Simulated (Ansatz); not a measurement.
**KTaO3: transverse stress against strain**

KTaO3 (cubic perovskite, Pm-3m, 12.345 Å³/atom at rest, cube axes along x, y and z) under a strain ε along a cube axis (axis z), the other axes held. LDA in Ansatz, a plane-wave DFT program (PAW, default set), 420 eV, 8×8×8 Γ-centred mesh, Fermi-Dirac smearing 0.05 eV; ions are relaxed within the symmetry of each cell. Stress is positive for a compressed cell.

Here s stands for strain and y for stress xx.

| strain (%) | stress xx (GPa) |
|---|---|
| -3.00 | ? |
| -1.20 | 1.01 |
| -0.60 | 0.49 |
| 0.00 | -0.01 |
| 0.60 | -0.49 |
| 1.20 | -0.96 |

Question: Fit y against s with a straight line, and predict the withheld value at s = -3.00.

Answer: Means: s 0, y 0.008. About the means, the sum of products is -2.9520 and the sum of squares of s is 3.6000; the slope is their ratio. Least squares gives y = 0.008 - 0.8200·s. Residuals (row less fit): 0.018, -0.010, -0.018, -0.006, 0.016; standard error 0.019 (degrees of freedom: 3). The slope gives the elastic constant C12 = 82 ± 1.0 GPa. At the withheld row, y = 0.008 - 0.8200 × (-3.0) = 2.468 GPa. The calculation gives 2.65 GPa, 0.182 GPa above the prediction (5.0 % of the range of y in the table). The row lies outside the fitted rows, so this is an extrapolation. From the scatter of the fitted rows alone, a prediction at this place has a standard error of 0.036 GPa, so the miss is 5.1 times that.

One order more, fitted to all 11 runs of the series, follows each within 0.01, so the miss is the next term of a smooth law. The primitive cell can neither tilt nor turn polar against its symmetry, as such crystals can under strain. Rows are the converged runs of the series near zero and its far end; series whose fitted rows scatter by over a few per cent of the range, as at a crossing or softening among them, aren't shown in this form. Most that stay on the fit to the last digits aren't either.
